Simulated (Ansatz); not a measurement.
## How far to go with the plane-wave cutoff: Be4AlNi (R3m, 6 atoms in the cell)

```
Be4AlNi
1.0
    0.00000     2.98435     2.98435
    2.98435     0.00000     2.98435
    2.98435     2.98435     0.00000
Be Al Ni
4 1 1
Direct
  0.37846   0.37846   0.37846
  0.87914   0.37362   0.37362
  0.37362   0.37362   0.87914
  0.37362   0.87914   0.37362
  0.75000   0.75000   0.75000
  0.00000   0.00000   0.00000
```

Method of the run: PBEsol, default PAW files made with PBE (plane waves; Ansatz, a quantum-chemistry and plane-wave program).

Base settings: basis.ecutwfc = 420 eV; kpoints.mp_grid.grid = 10 10 10; hamiltonian.xc = pbesol; hamiltonian.pseudopotentials = {kind: paw} (the program's default PAW files); scf.occupations.method = fermi_dirac; scf.occupations.width = 0.1 eV.

The second cell is the first with its lattice scaled by 0.98.

The mesh stays at the base's, so the ladder's end is converged at best in this setting alone.

The first pressure column holds Ansatz's estimate of the finite-basis (Pulay) stress, which hides part of the cutoff error; the other is without it.

Only quantities that move along the ladder and can be compared are tabulated.

The count of work is k-points × plane waves × bands × iterations; it is no time. 

The starting cell comes from a database of computed structures (which also holds hypothetical and non-ambient phases and stackings), without a prior relaxation at this level. Its lattice was rescaled by up to half a per cent. One atom was moved a little off its site on purpose. Spin polarisation is off.

```tsv
basis.ecutwfc	free energy less the last step's (meV/atom)	energy of the compressed cell less the first (meV/atom)	pressure (GPa)	pressure without the Pulay estimate (GPa)	largest difference of a force vector from the last step's (eV/Å)	count of work / last
145 eV	17962.85	111.04	-10.50	-1147.24	0.100	0.086
170 eV	7435.22	-2.91	-1.43	-532.64	0.047	0.098
190 eV	3691.68	56.73	1.50	-288.79	0.030	0.11
210 eV	1870.70	34.76	5.39	-159.49	0.048	0.12
230 eV	930.14	27.90	4.48	-86.79	0.051	0.12
250 eV	454.58	24.68	3.57	-46.53	0.039	0.16
295 eV	75.57	24.96	2.67	-9.07	0.004	0.19
335 eV	11.74	21.67	1.71	-0.59	0.001	0.19
380 eV	1.53	21.29	1.60	1.34	0.000	0.23
420 eV	0.58	21.29	1.60	1.56	0.000	0.27
460 eV	0.37	21.30	1.61	1.59	0.000	0.32
505 eV	0.25	21.30	1.61	1.60	0.000	0.36
565 eV	0.19	21.29	1.61	1.60	0.000	0.43
630 eV	0.13	21.29	1.61	1.60	0.000	0.50
735 eV	0.06	21.29	1.61	1.60	0.000	0.74
840 eV	0.03	21.28	1.60	1.60	0.000	0.88
1010 eV	0.00	21.28	1.60	1.60	0.000	1.0
```

Coarsest basis.ecutwfc that holds the forces within 0.005 eV/Å of the last step, with all finer ones: 295 eV, at 0.19 of the last step's count of work; the step before is off by 0.039 eV/Å.

Coarsest basis.ecutwfc that holds the pressure without the Pulay estimate within 1 GPa of the last step, with all finer ones: 380 eV, at 0.23 of the last step's count of work; the step before is off by 2.2 GPa.

Coarsest basis.ecutwfc that holds the pressure within 0.5 GPa of the last step, with all finer ones: 335 eV, at 0.19 of the last step's count of work; the step before is off by 1.1 GPa.

The energy difference between the two cells stays within 1 meV/atom of the last step's from 335 eV on, the total only from 420 eV on: much of the error is common to both cells and cancels.

Two neighbours can agree and both be off: 250 eV and 295 eV differ by 0.28 meV/atom in the energy of the compressed cell less the first, yet lie about 3.7 meV/atom from the last step.

At the lowest cutoff the pressure without the Pulay estimate lies 1150 GPa under the last step's, the usual sign of Pulay stress in an incomplete plane-wave basis.

Keys are those of Ansatz 0.2.
